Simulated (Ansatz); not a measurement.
The starting structures come from a database of crystals and need not be the phases stable at ambient conditions.

By PBEsol, the system below comes out a metal.

The ballistic (Sharvin) conductance counts the channels at the Fermi level: G/A = (e²/h) × channels of both spins per area.

Given:

```xyz
2
Lattice="2.5870 0.0000 0.0000 0.0000 2.5870 0.0000 0.0000 0.0000 2.5094" Properties=species:S:1:pos:R:3 pbc="T T T"
Be     0.0000     0.0000     0.0000
Ni     1.2935     1.2935     1.2547
```

Space group of this cell: P4/mmm. The cell is strained (lengths along the current scaled by 0.97, ions clamped); by PBEsol its mean pressure is 5.6 GPa.

The current flows along the normal of the first two printed cell vectors, the (001) (indices of the unstrained crystal) plane of the conventional cell. No spin-orbit coupling; the value is a mean over 0.1 eV about the Fermi level.

Question: Compute, with PBEsol run with Ansatz (an electronic-structure program), the ballistic conductance per area.

Answer: 0.83 × 10¹⁵ S/m² for both spins.
